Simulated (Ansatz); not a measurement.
# Mo, response to strain

Base system: Mo in the bcc (W type) structure (space group Im-3m, No. 229; a = 3.112 Å; relaxed with 0.1 eV smearing). Axes: x, y, z lie along the cube axes.

Strains are applied to the cell and any free atomic positions relax.

Method: LDA (Ansatz, a first-principles code, PAW, no SOC).

Notes on the quantities. energy relative to the base: free energy F; pressure: mean of the normal stresses, compression positive.

```json
[
 {"change": "base", "energy relative to the base": "0 meV/atom", "volume per atom": "15.06 Å³", "pressure": "0.0 GPa"},
 {"change": "uniaxial strain ε_zz = −3.00 %", "energy relative to the base": "+23 meV/atom", "volume per atom": "14.61 Å³", "pressure": "9.6 GPa"},
 {"change": "uniaxial strain ε_zz = −2.50 %", "energy relative to the base": "+16 meV/atom", "volume per atom": "14.69 Å³", "pressure": "7.9 GPa"},
 {"change": "uniaxial strain ε_zz = −2.00 %", "energy relative to the base": "+10 meV/atom", "volume per atom": "14.76 Å³", "pressure": "6.2 GPa"},
 {"change": "uniaxial strain ε_zz = −1.00 %", "energy relative to the base": "+2.5 meV/atom", "volume per atom": "14.91 Å³", "pressure": "3.0 GPa"},
 {"change": "uniaxial strain ε_zz = −0.50 %", "energy relative to the base": "+0.6 meV/atom", "volume per atom": "14.99 Å³", "pressure": "1.5 GPa"},
 {"change": "uniaxial strain ε_zz = +0.50 %", "energy relative to the base": "+0.6 meV/atom", "volume per atom": "15.14 Å³", "pressure": "-1.4 GPa"},
 {"change": "uniaxial strain ε_zz = +2.00 %", "energy relative to the base": "+9.3 meV/atom", "volume per atom": "15.36 Å³", "pressure": "-5.5 GPa"},
 {"change": "uniaxial strain ε_zz = +2.50 %", "energy relative to the base": "+14 meV/atom", "volume per atom": "15.44 Å³", "pressure": "-6.8 GPa"},
 {"change": "uniaxial strain ε_zz = +3.00 %", "energy relative to the base": "(withheld)", "volume per atom": "15.51 Å³", "pressure": "(withheld)"}
]
```

### Question
Some entries are withheld; estimate them.

### Answer

- uniaxial strain ε_zz = +3.00 %, energy relative to the base: +20 meV/atom
- uniaxial strain ε_zz = +3.00 %, pressure: -8.0 GPa

No phonon test of stability was made. All final runs are without spin polarisation.
